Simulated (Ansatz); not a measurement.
The parent structure is CdS in the wurtzite structure (space group P6_3mc, No. 186; a = 4.074 Å, c = 6.637 Å). Axes: x lies along a and z along c of the hexagonal cell.

Method: Kohn–Sham DFT with the LDA functional, run in Ansatz (an electronic-structure program) with PAW and 420 eV plane waves, no spin-orbit coupling.

Modification: the cell is compressed by 2.40 % along z with no lateral relaxation; the atoms relax in the strained cell.

### Question
Predict the stress tensor and what it implies for the stiffness.

### Answer
Stress of the strained cell less that of the base (GPa, compression positive):
```
   1.32    0.00    0.00
   0.00    1.32    0.00
   0.00    0.00    2.53
```

Then −Δσ_ii/ε with ε = -0.0240 gives secant stiffness values (nonlinear terms included at this strain): C33 ≈ 106 GPa, C13 ≈ 55 GPa and C23 ≈ 55 GPa.

As a check, the harmonic strain energy −½ V₀ Δσ:ε is 4.5 meV/atom; the computed energy rise is 4.5 meV/atom.

Whether these cells are dynamically stable was not tested.
